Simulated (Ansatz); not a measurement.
**ZnCu$_{2}$SnS$_{4}$ (space group I-4, No. 82)**

```yaml
crystal:
  lattice:
    - [-2.70703, 2.70703, 5.41081]
    - [2.70703, -2.70703, 5.41081]
    - [2.70703, 2.70703, -5.41081]
  atoms:
    - { symbol: Cu, position: [0.00000, 0.00000, 0.00000] }
    - { symbol: Cu, position: [0.75000, 0.25000, 0.50000] }
    - { symbol: Zn, position: [0.25000, 0.75000, 0.50000] }
    - { symbol: Sn, position: [0.50000, 0.50000, 0.00000] }
    - { symbol: S, position: [0.63521, 0.62870, 0.52216] }
    - { symbol: S, position: [0.10654, 0.11306, 0.47784] }
    - { symbol: S, position: [0.37130, 0.89346, 0.00652] }
    - { symbol: S, position: [0.88694, 0.36479, 0.99348] }
```

Level of theory: r2SCAN in Ansatz (plane waves to 500 eV, PAW, no spin-orbit coupling). Γ-centred 9×9×9 mesh, Fermi–Dirac width 0.05 eV.

The volume per atom comes out as 19.83 Å³, the density is 4.60 g/cm³ and the band gap is 0.47 eV, direct at Γ. The hole mass is 0.12 mₑ along c, 0.81 mₑ across, the lowest conduction-band minima above the VBM comes out as Γ 0.47 eV; X (0, 0, 1/2) 0.85 eV and the total energy comes out as -3281.831 eV/atom (σ→0; compares only within this code and set-up).

Masses are band curvatures over ±0.01 Å⁻¹ around the edge. Whether these cells are dynamically stable was not tested. The final runs are not spin-polarised.

Ansatz is an electronic-structure program.
